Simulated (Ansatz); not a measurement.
Surface energy of the (111) surface of alpha tin in its 1x1 cell, outermost plane spacing 0.96 Å in the ideal cut, worked from total energies, which count from the potentials' own zero.

All values below come from r2SCAN, at the PBE geometry (plane waves to 500 eV, PAW; Ansatz, a first-principles code).

Model: 8-atom slab, 12.5 Å thick at the start, 9x9x1 mesh, Fermi-Dirac 0.1 eV, dipole correction, single point; on the structure that PBE left under its start's symmetry; no spin, no spin-orbit, no U.

```csv
quantity,value
"slab, Sn8",-48307.1910 eV
"bulk cell, Sn2, on the slab's in-plane mesh",-12077.2620 eV
area of one face,19.189 Å²
```

Q: What surface energy follows, as the mean over the slab's two faces?

A: the slab holds N = 4 bulk cells, so E(slab) − N·E(bulk) = 1.857 eV. Divided by 2A = 38.38 Å² this is 48.4 meV/Å², and with 1 eV/Å² = 16.02 J/m², γ = 0.78 J/m².
